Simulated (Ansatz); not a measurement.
PtGe (space group Pnma, No. 62)

```yaml
crystal:
  lattice:
    - [5.81902, 0.00000, 0.00000]
    - [0.00000, 3.75731, 0.00000]
    - [0.00000, 0.00000, 6.17517]
  atoms:
    - { symbol: Pt, position: [0.99785, 0.25000, 0.19241] }
    - { symbol: Pt, position: [0.49785, 0.25000, 0.30759] }
    - { symbol: Pt, position: [0.00215, 0.75000, 0.80759] }
    - { symbol: Pt, position: [0.50215, 0.75000, 0.69241] }
    - { symbol: Ge, position: [0.18636, 0.25000, 0.58845] }
    - { symbol: Ge, position: [0.68636, 0.25000, 0.91155] }
    - { symbol: Ge, position: [0.81364, 0.75000, 0.41155] }
    - { symbol: Ge, position: [0.31364, 0.75000, 0.08845] }
```

Method: PBE/PAW in Ansatz (a program for electronic structure), without spin-orbit coupling, earlier PAW set. Γ-centred 8×12×8 mesh, Fermi–Dirac width 0.05 eV.

```yaml
volume_per_atom: 16.88 Å³
density: 13.17 g/cm³
band_gap: zero
total_energy: -8410.315 eV/atom (σ→0; compares only within this code and set-up)
```

Whether these cells are dynamically stable was not tested. The final runs are not spin-polarised.
